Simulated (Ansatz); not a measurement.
```yaml
crystal:
  lattice:
    - [0.00000, 2.67261, 2.67261]
    - [2.67261, 0.00000, 2.67261]
    - [2.67261, 2.67261, 0.00000]
  atoms:
    - { symbol: Si, position: [0.00000, 0.00000, 0.00000] }
    - { symbol: Si, position: [0.25000, 0.25000, 0.25000] }
```

All values below come from r2SCAN, finite-displacement electron-phonon coupling, linearised Boltzmann equation (plane waves, PAW, scalar-relativistic; Ansatz, an electronic-structure program). Condition of this run: hydrostatic pressure 6 GPa (the target of the relaxation). Geometry: relaxed with this functional, without spin-orbit coupling, then loaded as said.

Question: What phonon-limited electron drift mobility does this give at 300 K?

Answer: 1660 cm²/(V·s).

Scattering by harmonic phonons alone: no impurities, screening or carrier-carrier scattering, bands fixed at 0 K. From a coarser fine mesh the values given move by up to 7 %. The mesh was bound by memory.
